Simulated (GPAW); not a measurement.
Input and output of a self-consistent single point for ScV₂Ga₄ (I4/mmm, 7 atoms in the cell) (GPAW)

Level of theory: LDA (Perdew-Wang 92), GPAW PAW datasets LDA (gpaw-data 1.0.1) (plane waves; GPAW 25.7.0).

This input was run:

```python
from ase import Atoms
from ase.units import GPa
from gpaw import GPAW

atoms = Atoms(['Sc', 'V', 'V', 'Ga', 'Ga', 'Ga', 'Ga'],
              cell=[[-3.227165, 3.227165, 2.574415],
                    [3.227165, -3.227165, 2.574415],
                    [3.227165, 3.227165, -2.574415]],
              scaled_positions=[[0.000000, 0.000000, 0.000000],
                                [0.750000, 0.250000, 0.500000],
                                [0.250000, 0.750000, 0.500000],
                                [0.300870, 0.300870, 0.601740],
                                [0.699130, 0.699130, 0.398260],
                                [0.300870, 0.699130, 0.000000],
                                [0.699130, 0.300870, 0.000000]],
              pbc=True)

calc = GPAW(mode={'name': 'pw', 'ecut': 800},
            xc='LDA',
            kpts=(5, 5, 5),
            occupations={'name': 'methfessel-paxton', 'width': 0.05, 'order': 0},
            nbands=-13,
            symmetry={'symmorphic': False, 'tolerance': 0.0005},
            maxiter=120)

atoms.calc = calc

energy = atoms.get_potential_energy()
print('Energy (eV):', round(energy, 6))
forces = atoms.get_forces()
print('Forces (eV/Ang):')
print(forces.round(5))
stress = atoms.get_stress()
print('Stress (GPa, Voigt):', (stress / GPa).round(4))
```

Output (repeated stretches shortened):

```
Input parameters:
  kpts: [5 5 5]
  maxiter: 120
  mode: {ecut: 800,
         name: pw}
  nbands: -13
  occupations: {name: methfessel-paxton,
                order: 0,
                width: 0.05}
  symmetry: {symmorphic: False,
             tolerance: 0.0005}

species:
  Sc:
    name: Scandium
    Z: 21.0
    valence: 11
    core: 10
    charge: 0.0
    file: Sc.LDA.gz

    # Using partial waves for Sc as LCAO basis

  V:
    name: Vanadium
    Z: 23.0
    valence: 13
    core: 10
    charge: 0.0
    file: V.LDA.gz

    # Using partial waves for V as LCAO basis

  Ga:
    name: Gallium
    Z: 31.0
    valence: 3
    core: 28
    charge: 0.0
    file: Ga.LDA.gz

    # Using partial waves for Ga as LCAO basis

Reference energy: -283509.056293  # eV

Spin-paired calculation

Convergence criteria:
 Maximum [total energy] change in last 3 cyles: 0.0005 eV / valence electron
 Maximum integral of absolute [dens]ity change: 0.0001 electrons / valence electron
 Maximum integral of absolute [eigenst]ate change: 4e-08 eV^2 / valence electron
 Maximum number of scf [iter]ations: 120

Symmetries present (total): 16
Symmetries with fractional translations: 0
125 k-points: 5 x 5 x 5 Monkhorst-Pack grid
18 k-points in the irreducible part of the Brillouin zone
       k-points in crystal coordinates                weights
   0:     0.00000000    0.00000000    0.00000000          1/125
   1:     0.20000000   -0.20000000    0.00000000          4/125
   2:     0.20000000   -0.20000000    0.20000000          4/125
   [... 7 lines left out ...]
          ...
  17:     0.40000000    0.40000000    0.40000000          8/125

Wave functions: Plane wave expansion
  Cutoff energy: 800.000 eV
  Number of coefficients (min, max): 5463, 5532
  Pulay-stress correction: 0.000000 eV/Ang^3 (de/decut=0.000000)

Occupation numbers: Methfessel-Paxton:
  width: 0.0500  # eV
  order: 0

Eigensolver

Densities:
  Coarse grid: 35*35*35 grid
  Fine grid: 70*70*70 grid
  Total Charge: 0.000000

Density mixing:
  Method: separate
  Backend: pulay
  Linear mixing parameter: 0.05
  old densities: 5
  Damping of long wavelength oscillations: 50

Hamiltonian:
  XC and Coulomb potentials evaluated on a 70*70*70 grid
  External potential:
    NoExternalPotential

Number of atoms: 7
Number of atomic orbitals: 55
Number of bands in calculation: 37
Number of valence electrons: 49
Bands to converge: occupied

Density initialized from atomic densities
  37 bands from LCAO basis set

Atomic positions and initial magnetic moments

Positions:
   0 Sc     0.000000    0.000000    0.000000    ( 0.0000,  0.0000,  0.0000)
   1 V     -0.000000    3.227165    1.287208    ( 0.0000,  0.0000,  0.0000)
   2 V      3.227165    0.000000    1.287208    ( 0.0000,  0.0000,  0.0000)
   3 Ga     1.941914    1.941914   -0.000000    ( 0.0000,  0.0000,  0.0000)
   4 Ga     1.285251    1.285251    2.574415    ( 0.0000,  0.0000,  0.0000)
   5 Ga     1.285251   -1.285251    2.574415    ( 0.0000,  0.0000,  0.0000)
   6 Ga    -1.285251    1.285251    2.574415    ( 0.0000,  0.0000,  0.0000)

Unit cell:
           periodic     x           y           z      points  spacing
  1. axis:    yes   -3.227165    3.227165    2.574415    35     0.1150
  2. axis:    yes    3.227165   -3.227165    2.574415    35     0.1150
  3. axis:    yes    3.227165    3.227165   -2.574415    35     0.1304

  Lengths:   5.239924   5.239924   5.239924
  Angles:  103.968197 103.968197 121.146858

Effective grid spacing dv^(1/3) = 0.1357

     iter     time        total  log10-change:
                         energy   eigst   dens
iter:   1 --:--:--   -43.163772
iter:   2 --:--:--   -42.824222   -0.32  -1.14
iter:   3 --:--:--   -42.364793   -0.85  -1.21
iter:   4 --:--:--   -41.950665   -1.27  -1.34
iter:   5 --:--:--   -42.063949   -1.15  -1.55
iter:   6 --:--:--   -42.001691   -2.23  -1.78
iter:   7 --:--:--   -42.176098   -0.97  -1.84
iter:   8 --:--:--   -41.904684   -1.63  -1.80
iter:   9 --:--:--   -41.911115   -2.29  -2.22
iter:  10 --:--:--   -41.900289c  -2.30  -2.23
iter:  11 --:--:--   -41.891747c  -3.28  -2.49
iter:  12 --:--:--   -41.891513c  -3.19  -2.81
iter:  13 --:--:--   -41.891204c  -3.97  -2.97
iter:  14 --:--:--   -41.891170c  -3.96  -3.05
iter:  15 --:--:--   -41.890885c  -4.50  -3.28
iter:  16 --:--:--   -41.890884c  -5.25  -3.55
iter:  17 --:--:--   -41.890891c  -5.49  -3.60
iter:  18 --:--:--   -41.890872c  -5.50  -3.82
iter:  19 --:--:--   -41.890875c  -6.41  -4.48c
iter:  20 --:--:--   -41.890874c  -6.71  -4.50c
iter:  21 --:--:--   -41.890874c  -7.13  -4.57c
iter:  22 --:--:--   -41.890874c  -7.51c -4.59c

Converged after 22 iterations.

Dipole moment: (-0.000000, 0.000000, -0.000000) |e|*Ang

Energy contributions relative to reference atoms: (reference = -283509.056293)

Kinetic:        +67.921335
Potential:      -54.806229
External:        +0.000000
XC:             -55.451698
Entropy (-ST):   -0.007868
Local:           +0.449653
SIC:             +0.000000
--------------------------
Free energy:    -41.894808
Extrapolated:   -41.890874

Showing only first 2 kpts
 Kpt  Band  Eigenvalues  Occupancy
  0    22      6.81162    2.00000
  0    23      7.60527    2.00000
  0    24      7.66484    2.00000
  0    25      8.77112    0.00000

  1    22      6.83941    2.00000
  1    23      7.51452    2.00000
  1    24      7.69638    2.00000
  1    25      8.77980    0.00000

Fermi level: 8.04386

No gap
No difference between direct/indirect transitions
Energy (eV): -41.890874

Forces in eV/Ang:
  0 Sc   -0.00000    0.00000    0.00000
  1 V     0.00000    0.00000    0.00000
  2 V     0.00000    0.00000    0.00000
  3 Ga   -0.12479   -0.12479    0.00000
  4 Ga    0.12479    0.12479    0.00000
  5 Ga    0.12479   -0.12479   -0.00000
  6 Ga   -0.12479    0.12479   -0.00000

Stress tensor:
     0.035974     0.000000    -0.000000
     0.000000     0.035974     0.000000
    -0.000000     0.000000     0.030316
Stress (GPa, Voigt): [ 5.7637  5.7637  4.8572  0.     -0.      0.    ]
```

The run converged in 22 iterations. GPAW prints stress with tension positive.

The starting cell comes from a database of computed structures (which also holds hypothetical and non-ambient phases and stackings), without a prior relaxation at this level. Spin polarisation is off. With a pressure of about -5 GPa the cell is away from its equilibrium volume at this level.

Cost on one core of a shared machine: roughly 70 s.
